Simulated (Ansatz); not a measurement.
Reference: PbTe (Fm-3m), PBEsol, rigid bands (plane waves, PAW, scalar-relativistic; Ansatz, a quantum-chemistry and plane-wave program); axes and stresses refer to this cell.

```
PbTe
1.0
    0.00000     3.22151     3.22151
    3.22151     0.00000     3.22151
    3.22151     3.22151     0.00000
Te Pb
1 1
Direct
  0.00000   0.00000   0.00000
  0.50000   0.50000   0.50000
```

- Seebeck coefficient, p-type 1e19 cm⁻³: 228 μV/K
- band gap: 0.65 eV
- electron conductivity mass: 0.155 mₑ

Change: functional PBE, cell relaxed with it. What happens to Seebeck coefficient, p-type 1e19 cm⁻³, band gap, electron conductivity mass?

Seebeck coefficient, p-type 1e19 cm⁻³ rises to 292 μV/K; band gap rises to 0.83 eV; electron conductivity mass grows to 0.169 mₑ.

Masses are for dilute carriers at 300 K, harmonic means over directions unless an axis is named. Seebeck coefficients are for the stated density at 300 K, with one relaxation time for all states and whether or not that doping can be reached. Spin-orbit coupling is left out unless a row names it; without it the gap and masses of crystals with these elements can be far off.
